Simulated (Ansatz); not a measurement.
Here is the system:

```yaml
crystal:
  lattice:
    - [3.24887, 0.00000, 0.00000]
    - [0.00000, 3.24887, 0.00000]
    - [0.00000, 0.00000, 3.24848]
  atoms:
    - { symbol: In, position: [0.50000, 0.50000, 0.50000] }
    - { symbol: Pd, position: [0.00000, 0.00000, 0.00000] }
```

Method: PBEsol, DFPT electron-phonon coupling, linearised Boltzmann equation (plane waves, PAW, scalar-relativistic; Ansatz, a program for electronic structure). Cell: relaxed with this functional, without spin-orbit coupling.

Predict λ, the logarithmic mean phonon energy and the superconducting Tc for μ* = 0.13 referred to 9.9 meV.

λ = 0.56, ħω_log = 8.1 meV, Tc 1.26 K from the anisotropic Eliashberg equations. μ* is a chosen number, and Tc is 2.3 K at 0.08 and below 1 K at 0.16.

A metal at this level (no band gap). The phonons are harmonic. Spin-orbit coupling is left out. Spin fluctuations, which work against superconductivity with these elements, are left out. For metals of groups 4 to 10, Tc at these values of μ* can lie well above the measured one. The self-energy correction of the phonons between q points moved λ by about 8 %. The run warned that the eigensolver left some states short of its tolerance. Halving the electron mesh (28x28x28) moves the coupling by up to 1 %, Tc by up to 3 %. Smearing 0.20 eV; phonons on a 4x4x4 q mesh, which this run doesn't test.

Computed structure with no diffraction record at hand here (it may be known, metastable or hypothetical): PdIn (Pm-3m).
